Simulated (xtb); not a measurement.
xtb 6.7.1, GFN1-xTB: Nb(O)(OH)(OiPr)2 (CC(C)[O][Nb](=[O])([OH])[O]C(C)C), 26 atoms. The geometry is a generated start, not checked to be a minimum at this level.

```json
{
  "method": "GFN1-xTB",
  "--acc": "1 (default)",
  "--etemp (K)": "300 (default)",
  "detailed input (--input)": "none: ANC optimiser, Lindh (1995) Hessian, microcycle=20, maxdispl=1.0, hlow=0.01 (default)",
  "basis_functions": "80",
  "valence_electrons": "68"
}
```

```xyz
26

Nb     0.4725     0.5568     1.0496
O      1.7746     0.9245     0.0210
O      0.9787     0.8365     2.7879
H      1.5665     1.0175     3.5213
O     -0.0541    -1.1317     0.6350
C      0.2330    -2.3850     0.0994
C     -0.0504    -3.4622     1.1524
C      1.6972    -2.4116    -0.3526
H     -0.4272    -2.5386    -0.7767
H      0.5370    -3.2473     2.0435
H      0.2135    -4.4456     0.7779
H     -1.1049    -3.4552     1.4194
H      1.8694    -1.5929    -1.0529
H      2.3391    -2.2595     0.5170
H      1.9424    -3.3569    -0.8264
O     -0.9550     1.6105     0.5722
C     -1.3984     2.4141    -0.4754
C     -1.6480     1.5161    -1.6936
C     -0.3368     3.4750    -0.7821
H     -2.3410     2.9015    -0.1630
H     -0.7236     0.9632    -1.8958
H     -1.9221     2.1042    -2.5639
H     -2.4435     0.8044    -1.4742
H     -0.1633     4.0848     0.1062
H      0.5944     2.9624    -1.0421
H     -0.6504     4.1150    -1.6043
```

Charge 0 and multiplicity 1 are set for this test and not shown to be the ground state.

The structure is relaxed from this start with --opt LEVEL for the levels crude, sloppy, loose, lax, normal, tight, vtight, extreme, once each. Up to the end of the extreme run atoms move by at most 2.5 Å along an axis.

Q: What is the loosest level that ends within 5 meV of the extreme run, and how many cycles does it take?

A: tight: 142 cycles against 152, ending 0.058 meV above.

```json
[
 {"level": "crude", "cycles": "4", "energy above the extreme run (meV)": "85", "gradient norm (eV/Å)": "0.20"},
 {"level": "sloppy", "cycles": "9", "energy above the extreme run (meV)": "68", "gradient norm (eV/Å)": "0.20"},
 {"level": "loose", "cycles": "13", "energy above the extreme run (meV)": "62", "gradient norm (eV/Å)": "0.089"},
 {"level": "lax", "cycles": "15", "energy above the extreme run (meV)": "59", "gradient norm (eV/Å)": "0.11"},
 {"level": "normal", "cycles": "39", "energy above the extreme run (meV)": "51", "gradient norm (eV/Å)": "0.034"},
 {"level": "tight", "cycles": "142", "energy above the extreme run (meV)": "0.058", "gradient norm (eV/Å)": "0.0044"},
 {"level": "vtight", "cycles": "151", "energy above the extreme run (meV)": "under 0.01", "gradient norm (eV/Å)": "0.0021"},
 {"level": "extreme", "cycles": "152", "energy above the extreme run (meV)": "—", "gradient norm (eV/Å)": "0.0018"}
]
```
